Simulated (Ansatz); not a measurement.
For Pd₅SnSi (P4/mmm), PBEsol, DFPT electron-phonon coupling, linearised Boltzmann equation in Ansatz (an electronic-structure program) gives a transport coupling λ_tr = 0.113 and a Drude plasma energy ħω_p = 3.57 eV along z (a = (3.95, 0.00, 0.00) Å; b = (0.00, 3.95, 0.00) Å; c = (0.00, 0.00, 6.88) Å).

Problem. Estimate the resistivity at 300 K from the high-temperature formula ρ = 2π λ_tr k_B T / (ħ ε₀ ω_p²), and say how the full Boltzmann solution compares.

Solution. The scattering rate is 1/τ = 2π λ_tr k_B T/ħ = 2.79e13 s⁻¹ and ω_p = 5.42e15 s⁻¹, so ρ ≈ 10.7 μΩ·cm. The Boltzmann solution gives 10.0 μΩ·cm, 0.94 times the estimate.

A metal at this level (no band gap). Only scattering by harmonic phonons is included (no impurities, grain boundaries, electron-electron scattering or thermal expansion). Spin-orbit coupling is left out. The squared frequency of the phonon mode least converged on the k mesh is uncertain by about 17 %. The run warned that the eigensolver left some states short of its tolerance. Halving the electron mesh (20x20x12) moves the resistivity by up to 6 % at 300 K, the coupling by up to 2 %. Smearing 0.20 eV; phonons on a 4x4x2 q mesh, which this run doesn't test.

Computed structure with no diffraction record at hand here (it may be known, metastable or hypothetical): Pd5SnSi (P4/mmm).
